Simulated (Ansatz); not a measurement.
Base system: BP in the zinc blende structure (space group F-43m, No. 216; a = 4.536 Å). Axes: x, y, z lie along the cube axes.

Level of theory: r2SCAN (Ansatz, a program for electronic structure, PAW, spin-orbit coupling left out), earlier PAW set.

A first run, uniaxial strain ε_zz = −0.58 %, gives secant values C11 ≈ 360 GPa and C12 ≈ 76 GPa from its stress. A second run applies isotropic strain +0.93 %.

**Question.** What does linear elasticity predict for the bulk modulus −ΔP/(ΔV/V₀) in the second run, and what does the run give?

**Answer.** Linear elasticity: (C11 + 2 C12)/3 = 170 GPa. The run gives 160 GPa; any difference comes from nonlinear terms at these strains and numerical noise.

Whether these cells are dynamically stable was not tested.
